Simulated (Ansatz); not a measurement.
Take C in the diamond structure (space group Fd-3m, No. 227; a = 3.5538 Å) as the base.

Calculations: Ansatz (a first-principles code) PBEsol, no SOC.

One change was made to it. Results:

| quantity | base | after |
|---|---|---|
| band gap | 4.03 eV | zero |
| lattice parameter a | 3.554 Å | 6.025 Å |

### Question
What was done to the base?
A. C → Pd
B. C → Au
C. C → Be

### Answer
B, C → Au. For comparison, the lattice parameter a in the other runs: C → Be gives 4.874 Å; C → Pd gives 5.685 Å.

Stability against distortions was not tested. As relaxed here, Au, Be and Pd are hypothetical phases, not in the database extracts checked. The final runs are not spin-polarised. Pd lies near a magnetic instability that expansion can trigger; it was not tested. Pd has a high density of states at the Fermi level and may be magnetic at this level.
